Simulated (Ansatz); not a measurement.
Input:

```yaml
crystal:
  lattice:
    - [3.73502, 0.00000, 0.00000]
    - [0.00000, 3.73502, 0.00000]
    - [0.00000, 0.00000, 3.87116]
  atoms:
    - { symbol: Cu, position: [0.50000, 0.00000, 0.00000] }
    - { symbol: Cu, position: [0.00000, 0.50000, 0.00000] }
    - { symbol: Cu, position: [0.00000, 0.00000, 0.50000] }
    - { symbol: N, position: [0.00000, 0.00000, 0.00000] }
```

No spin polarisation.

All numbers come from Ansatz (a quantum-chemistry and plane-wave program), PBE, PAW, cutoff 420 eV, no spin-orbit coupling. Settings: 9×9×9 k-points, 0.05 eV Fermi–Dirac smearing.

Predict the space group and in-plane stress.

The space group comes out as P4/mmm (No. 123) and the mean in-plane stress (compression positive) comes out as +7.5 GPa.

The cells carry an imposed strain or load. Stability against distortions was not tested. All final runs are without spin polarisation. The cell was made from Cu$_{3}$N (space group Pm-3m, No. 221) by this change: biaxial strain −2.40 %, plane normal [001], relaxed out of plane.
